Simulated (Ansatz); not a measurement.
```
Cu2O
1.0
    4.24670     0.00000     0.00000
    0.00000     4.24670     0.00000
    0.00000     0.00000     4.24670
Cu O
4 2
Direct
  0.75000   0.75000   0.75000
  0.75000   0.25000   0.25000
  0.25000   0.25000   0.75000
  0.25000   0.75000   0.25000
  0.50000   0.50000   0.50000
  0.00000   0.00000   0.00000
```

Space group of this cell: Pn-3m. The cell is taken as given.

Computed with r2SCAN (plane waves, PAW; Ansatz, a first-principles code).

The current runs along the normal of the first two printed vectors; no spin-orbit coupling. Scaled by the factor s: all lengths (ions clamped). Meshes 8×8×8 and 8×8 across the current in all rows.

```
s     mean pressure (GPa)  band gap (eV)
----  -------------------  -------------
0.98                  8.8           0.94
1.00                 -0.1           0.79
1.02                 -6.6              ?
```

Take the slope of the band gap against ln s from the two given rows, extrapolate to s = 1.02, and say what the run there gives.

Slope = (0.94 − 0.79) / ln 0.98 = -7.42 eV. The line gives 0.79 + (-7.42) × ln 1.02 = 0.64 eV. The run gives 0.66 eV, 0.02 eV over the line, 12 % of the predicted step.
